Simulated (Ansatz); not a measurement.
Candidates: CsCl-type CuZn, L1₂ (Cu3Au-type) Al3Sc, CsCl-type RuAl, L1₂ (Cu3Au-type) Pt3Ti, CsCl-type PdIn, L1₀ (CuAu-type) TiAl. Level: r²SCAN (PAW; Ansatz, a quantum-chemistry and plane-wave program).

Ansatz's runs of these crystals have no spin polarisation.

Spin–orbit coupling is left out, also for the solids with elements from indium on (L1₂ (Cu3Au-type) Pt3Ti, CsCl-type PdIn); its size isn't shown.

Each level is taken at its own relaxed cell. Ansatz's density-functional and Hartree–Fock values are scalar-relativistic unless marked +SOC, with PAW data made under PBE.

Task: Which of them have a computed polycrystal shear modulus between 60 and 99 GPa?

Result: L1₂ (Cu3Au-type) Al3Sc, L1₀ (CuAu-type) TiAl. The values: CsCl-type CuZn 41.6 GPa; L1₂ (Cu3Au-type) Al3Sc 80.3 GPa; CsCl-type RuAl 118 GPa; L1₂ (Cu3Au-type) Pt3Ti 120 GPa; CsCl-type PdIn 33.9 GPa; L1₀ (CuAu-type) TiAl 78.0 GPa.
